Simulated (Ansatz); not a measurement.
Computed paths: Re-vacancy pair in fcc Cu, neutral cell

Defect: Re-vacancy pair (Re on one host Cu site, one Cu site vacant) in fcc Cu, neutral cell. Computed with PBE, PAW (plane waves to 420 eV; Ansatz, a program for electronic structure).

Settings: 32 host sites, the relaxed PBE lattice, a 2×2×2 k-point mesh shifted by half a step, smearing 0.10 eV, spin-restricted, no image-charge correction. No zero-point or tunnelling terms. Spin-orbit coupling is left out. Forms of the defect that were not tried may lie lower.

Barriers: single points on a 4×4×4 k-point mesh shifted by half a step at the bands' geometries.

| Route | Start site over the lowest site run (eV) | Hop (Å) | Forward barrier (eV) | Backward barrier (eV) | Neighbours at the start | Neighbours at the saddle | Saddle order | Forward, on the band's own sampling (eV) |
|---|---|---|---|---|---|---|---|---|
| Re and the vacancy change places (Re-vacancy distance between ideal sites 2.57 Å throughout) | 0.00 | 2.46 | 1.27 | 1.27 | 4 Cu at 2.55, 2 Cu at 2.58, 5 Cu at 2.61 Å | 4 Cu at 2.45, 4 Cu at 2.76 Å | not checked, on a symmetry element | 1.28 |

Paths come from nudged elastic bands with a climbing image.  A band can be held on a symmetry element, so unchecked saddle points there may be too high.

The whole set of runs took roughly 0.6 core-hours.
